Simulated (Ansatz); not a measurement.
Base system: Ir in the fcc (Cu type) structure (space group Fm-3m, No. 225; a = 3.8303 Å).

Perturbation: full substitution Ir → Rh; the structure is relaxed again.

Levels (all Ansatz, a first-principles code, PAW, earlier PAW set): PBEsol (420 eV, no spin-orbit coupling); r2SCAN (500 eV, without spin-orbit coupling).

The geometry is relaxed with PBEsol.

```
Quantity           Value
---------------  -------
PBEsol pressure  0.0 GPa
```

**Question.** How does going to r2SCAN change the pressure?

**Answer.** The pressure goes from zero to 4.6 GPa.

Single points use the geometry relaxed with PBEsol. Their cutoffs differ, which shifts pressures a little. Whether these cells are dynamically stable was not tested. The final runs are not spin-polarised.
